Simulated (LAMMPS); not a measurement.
MD of Au (fcc) at zero pressure over temperature, 4000 atoms; each row names its start.

Level of theory: classical MD, pair style eam, the elements' _u3.eam files (universal-3 set of Foiles, Baskes and Daw) (LAMMPS).

```
T (K), start                                 state                    volume                  enthalpy   first peak of g(r)       coordination number                        D(Au)
-------------  -----------------------------------  ------------------------  ------------------------  -------------------  ------------------------  ---------------------------
100, crystal   crystal; no diffusion seen in 30 ps  17.0406 ± 0.0001 Å³/atom  -3.9040 ± 0.0001 eV/atom  2.89 Å, height 11.9  12.0 (counted to 3.50 Å)                            -
200, crystal   crystal; no diffusion seen in 30 ps  17.1039 ± 0.0001 Å³/atom  -3.8777 ± 0.0001 eV/atom   2.89 Å, height 8.5  12.0 (counted to 3.50 Å)                            -
300, crystal   crystal; no diffusion seen in 30 ps  17.1688 ± 0.0001 Å³/atom  -3.8512 ± 0.0001 eV/atom   2.88 Å, height 6.9  12.0 (counted to 3.50 Å)                            -
600, crystal   crystal; no diffusion seen in 30 ps  17.3816 ± 0.0002 Å³/atom  -3.7691 ± 0.0001 eV/atom   2.87 Å, height 4.8  12.0 (counted to 3.54 Å)                            -
800, crystal   crystal; no diffusion seen in 30 ps  17.5415 ± 0.0005 Å³/atom  -3.7121 ± 0.0002 eV/atom   2.87 Å, height 4.1  12.1 (counted to 3.58 Å)                            -
1000, crystal  crystal; no diffusion seen in 30 ps  17.7224 ± 0.0007 Å³/atom  -3.6521 ± 0.0002 eV/atom   2.86 Å, height 3.6  12.2 (counted to 3.62 Å)                            -
1200, crystal  crystal; no diffusion seen in 30 ps    17.938 ± 0.002 Å³/atom  -3.5871 ± 0.0004 eV/atom   2.85 Å, height 3.2  12.4 (counted to 3.70 Å)                            -
1400, crystal                               liquid      18.82 ± 0.01 Å³/atom    -3.419 ± 0.001 eV/atom   2.77 Å, height 2.5  12.9 (counted to 3.90 Å)  (3.29 ± 0.03) × 10^-5 cm²/s
1200, melt                                  liquid  18.5294 ± 0.0009 Å³/atom  -3.4864 ± 0.0002 eV/atom   2.78 Å, height 2.7  13.3 (counted to 3.94 Å)  (2.12 ± 0.03) × 10^-5 cm²/s
1340, melt                                  liquid    18.745 ± 0.003 Å³/atom  -3.4381 ± 0.0005 eV/atom   2.78 Å, height 2.5  13.2 (counted to 3.94 Å)  (2.97 ± 0.03) × 10^-5 cm²/s
1470, melt                                  liquid    18.937 ± 0.002 Å³/atom  -3.3952 ± 0.0003 eV/atom   2.77 Å, height 2.4  12.8 (counted to 3.90 Å)  (3.79 ± 0.02) × 10^-5 cm²/s
1670, melt                                  liquid    19.254 ± 0.004 Å³/atom  -3.3296 ± 0.0004 eV/atom   2.77 Å, height 2.3  12.3 (counted to 3.86 Å)    (5.0 ± 0.1) × 10^-5 cm²/s
1870, melt                                  liquid    19.576 ± 0.003 Å³/atom  -3.2655 ± 0.0003 eV/atom   2.75 Å, height 2.2  12.4 (counted to 3.90 Å)  (6.35 ± 0.04) × 10^-5 cm²/s
```

Measured linear expansion coefficient: 14.20 1e-6/K at 293 K (Kaye and Laby Online (NPL), 2.3.5 Thermal expansion).

Measured melting point: 1337 K (Wikipedia, Melting points of the elements (data page)).

Caution (row 1200, crystal): this crystal lies over the melting point of about 1120 K that EAM-type universal-3 set of Foiles, Baskes and Daw gives, so it is superheated.

From the crystal rows between 100 and 300 K, estimate the mean linear expansion coefficient and the heat capacity. The slope of ln V over three gives 12 × 10^-6 /K, and dH/dT = 3.1 kB/atom. Nuclei are classical here, so the heat capacity stays near 3 kB/atom, where a real crystal's falls off below its Debye temperature.

Fit an Arrhenius law to the diffusion of Au in the liquid. ln D against 1/T from 1200 to 1870 K gives an activation energy of 0.31 eV and D0 = 0.00045 cm²/s.

States go by the mean squared displacement: a species diffuses where it passes 1.5 Å², still rises and gives D over 1e-6 cm²/s; a crystal has left its structure where atoms lie 0.35 Å off their sites on average or a cubic box changes its shape by 3 %, or the axial ratios of another lie 8 % off the starting cell's, which the potential's own relaxation can also do.

Errors of D are the spread over four groups of atoms in one short run; a floor of about 5 %, a picked value, is safer.

Uncertainties are statistical and leave out the potential's own error.
